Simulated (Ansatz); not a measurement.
The reference is HgF₂ in the fluorite structure (space group Fm-3m, No. 225; a = 5.539 Å). Axes: x, y, z lie along the cube axes.

Level of theory: PBEsol (Ansatz, a first-principles code), spin-orbit coupling left out.

For the base:

```
Quantity                            Result
---------------------  -------------------
Band gap                           0.80 eV
Valence-band top at Γ  0.00, 0.00, 0.00 eV
```

One thing is altered: biaxial strain −0.50 %, plane normal [001], relaxed out of plane (Cartesian); in-plane vectors clamped, the third vector and the atoms free.

**Question.** Predict the new band gap.

**Answer.** The band gap shrinks by 0.02 eV (0.80 eV → 0.78 eV).

**Question.** What happens to the valence-band top at Γ?

**Answer.** The valence-band top at Γ (three highest levels, from the VBM) goes from 0.00, 0.00, 0.00 eV to 0.00, -0.02, -0.02 eV.

**Question.** What happens to the out-of-plane strain?

**Answer.** The out-of-plane strain is +0.51 %.

With Hg present, leaving out spin-orbit coupling can change the band edges. Whether these cells are dynamically stable was not tested.
